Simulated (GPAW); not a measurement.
Worked example: self-consistent single point of PrY (P-6m2, 4 atoms in the cell) in GPAW.

Computed with LDA (Perdew-Wang 92), GPAW PAW datasets LDA (gpaw-data 1.0.1) (plane waves; GPAW).

The change in words: 2 x 1 x 1 supercell; kpts: 5 5 3 → 3 5 3; nbands: -10 → -12. Reference geometry:
```xyz
2
Lattice="3.7315 0.0000 0.0000 -1.8658 3.2316 0.0000 0.0000 0.0000 5.9646" Properties=species:S:1:pos:R:3 pbc="T T T"
Pr     1.8658     1.0772     0.0000
Y      0.0000     0.0000     2.9823
```
Moments meant for the start (each program seeds them in its own way; μB, in the order of the atoms Pr Y): 2.0 0.0.

Reference input (self-consistent single point, DFT LDA (Perdew-Wang 92), plane waves, GPAW PAW datasets LDA (gpaw-data 1.0.1)): spinpol = true; mode = pw; ecut = 800 eV; xc = LDA; kpts = 5 5 3; mesh shift (steps) = 0 0 0; occupations.name = methfessel-paxton; occupations.width = 0.1 eV; occupations.order = 0; nbands = -10; symmetry.symmorphic = false; symmetry.tolerance = 0.0005. This run's input differs from it in these lines:

```diff
@@ -4,11 +4,13 @@
 
-atoms = Atoms(['Pr', 'Y'],
-              cell=[[3.731535, 0.000000, 0.000000],
+atoms = Atoms(['Pr', 'Pr', 'Y', 'Y'],
+              cell=[[7.463070, 0.000000, 0.000000],
                     [-1.865767, 3.231604, 0.000000],
                     [0.000000, 0.000000, 5.964635]],
-              scaled_positions=[[0.666667, 0.333333, 0.000000],
-                                [0.000000, 0.000000, 0.500000]],
+              scaled_positions=[[0.333334, 0.333333, 0.000000],
+                                [0.833334, 0.333333, 0.000000],
+                                [0.000000, 0.000000, 0.500000],
+                                [0.500000, 0.000000, 0.500000]],
               pbc=True)
 
-atoms.set_initial_magnetic_moments([2.0, 0.0])
+atoms.set_initial_magnetic_moments([2.0, 2.0, 0.0, 0.0])
 
@@ -17,5 +19,5 @@
             xc='LDA',
-            kpts=(5, 5, 3),
+            kpts=(3, 5, 3),
             occupations={'name': 'methfessel-paxton', 'width': 0.1, 'order': 0},
-            nbands=-10,
+            nbands=-12,
             symmetry={'symmorphic': False, 'tolerance': 0.0005},
```

Output, abridged:

```
     iter     time        total  log10-change:  magmom
                         energy   eigst   dens
iter:   1 --:--:--   -44.930564                   +4.0105
iter:   2 --:--:--   -33.846657   -0.65  -0.92    +1.5026
iter:   3 --:--:--   -25.411218   -0.55  -1.01    +0.3506
iter:   4 --:--:--   -20.046110   -0.46  -1.03    +0.2462
iter:   5 --:--:--   -20.361165   -0.00  -1.20    +0.4766
   [... 141 lines left out ...]
iter: 147 --:--:--   -25.859595   -0.74  -0.91    +7.9710
iter: 148 --:--:--   -31.372959   -0.84  -1.19    +7.8678
iter: 149 --:--:--   -21.350761   -0.38  -1.18    +7.9106
iter: 150 --:--:--   -19.881633   -0.92  -1.36    +7.7686

Did not converge!

Here are some tips:

1) Make sure the geometry and spin-state is physically sound.
2) Use less aggressive density mixing.
3) Solve the eigenvalue problem more accurately at each scf-step.
4) Use a smoother distribution function for the occupation numbers.
5) Try adding more empty states.
6) Use enough k-points.
7) Don't let your structure optimization algorithm take too large steps.
8) Solve the Poisson equation more accurately.
9) Better initial guess for the wave functions.

See details here:

    https://gpaw.readthedocs.io/documentation/convergence.html
Traceback (most recent call last):
   [... frames left out ...]
gpaw.KohnShamConvergenceError: Did not converge!  See text output for help.
```

The run ended unconverged after 150 iterations. 

The starting cell comes from a database of computed structures (which also holds hypothetical and non-ambient phases and stackings), without a prior relaxation at this level. Its lattice was rescaled by up to half a per cent. Spin-orbit coupling is off.

Cost on one core of a shared machine: roughly 20 min.
